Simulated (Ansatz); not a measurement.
CaWO4 (I4₁/a, No. 88, 12 atoms in the cell; start mp-1103190)

Computed with r²SCAN in Ansatz (plane waves, PAW).

Settings: plane-wave cutoff 500 eV, 8×8×10 k mesh (along the axes of the cell as run), Fermi–Dirac smearing 0.05 eV, no spin polarisation, scalar-relativistic PAW data made under PBE.

Cell (relaxed at this level):

CaWO₄ is taken in the tetragonal space group I4₁/a, origin choice 1 (No. 88), Pearson symbol tI24. Lattice parameters: a = b = 5.2428 Å, c = 11.3416 Å, α = β = γ = 90.00°. Ca on 4b has 8 O at 2.439–2.468 Å. W on 4a sees 4 O at 1.789 Å (tetrahedral). O on 16f is coordinated by 1 W at 1.789 Å and 2 Ca at 2.439–2.468 Å (trigonal planar). (Neighbours: up to the widest gap in distance over summed covalent radii, below 1.35, at either atom; cation-cation and far metal-metal contacts left out.)
(The calculation used a cell of 12 atoms; values per cell refer to that cell.)

For CaWO4 (I4₁/a, No. 88, 12 atoms in the cell; start mp-1103190), the band gap is 4.60 eV (on the SCF k mesh).

Note: the relaxation could not lower the start's symmetry, so the cell can be a saddle point above a distorted one.

Spin–orbit coupling is not included.

The computed numbers hold no vibrational or temperature effects.

Computing time: about 28 core-minutes (a rough figure).

A start named mp-… is a Materials Project structure, which need not be a measured phase.

Ansatz is a first-principles code.
